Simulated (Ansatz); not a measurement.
## ScAl3: response to strain

Base system: ScAl₃ in the Cu3Au type structure (space group Pm-3m, No. 221; relaxed with 0.1 eV smearing).

```
ScAl3
1.0
    4.03268     0.00000     0.00000
    0.00000     4.03268     0.00000
    0.00000     0.00000     4.03268
Sc Al
1 3
Direct
  0.00000   0.00000   0.00000
  0.00000   0.50000   0.50000
  0.50000   0.00000   0.50000
  0.50000   0.50000   0.00000
```

Strains are applied to the cell and any free atomic positions relax.

The values are results of Kohn–Sham DFT with the LDA functional, run in Ansatz (a quantum-chemistry and plane-wave program) with PAW and 420 eV plane waves, no spin-orbit coupling, not measurements.

Notes on the quantities. energy relative to the base: free energy F.

| isotropic strain (%) | energy relative to the base (meV/atom) |
|---|---|
| -3 | 43.8 |
| -2.4 | ? |
| -1.8 | 15.2 |
| -1.2 | 6.6 |
| -0.6 | 1.6 |
| 0 | 0.0 |

Fit ΔE = Aε² + Bε³ (ε in %) to the rows shown and predict the withheld row.

Least squares on the printed values gives A = 4.42 and B = -0.15 meV/atom (largest residual 0.0 meV/atom); this predicts 27.5 meV/atom, and the run gives 27.5 meV/atom, in agreement.

Stability against distortions was not tested. The final runs are not spin-polarised.
